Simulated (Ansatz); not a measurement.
**Ir under a change: Ir → Pt**

The parent structure is Ir in the fcc (Cu type) structure (space group Fm-3m, No. 225; a = 3.8303 Å).

One thing is altered: full substitution Ir → Pt, then cell and atoms are relaxed.

Calculations: plane-wave PAW DFT at the PBEsol level (Ansatz, a quantum-chemistry and plane-wave program, 420 eV), scalar-relativistic without spin-orbit coupling, earlier PAW set. Γ-centred 20×20×20 mesh, Fermi–Dirac width 0.05 eV, for the changed cell.

```
quantity                        base          changed        shift
-------------------  ---------------  ---------------  -----------
volume per atom             14.05 Å³         15.04 Å³     +0.99 Å³
density                  22.72 g/cm³      21.54 g/cm³  -1.18 g/cm³
lattice parameter a          3.830 Å          3.918 Å     +0.088 Å
space group          Fm-3m (No. 225)  Fm-3m (No. 225)            –
band gap                        zero             zero            –
```

Stability against distortions was not tested. All final runs are without spin polarisation. Pt lies near a magnetic instability that expansion can trigger; it was not tested.
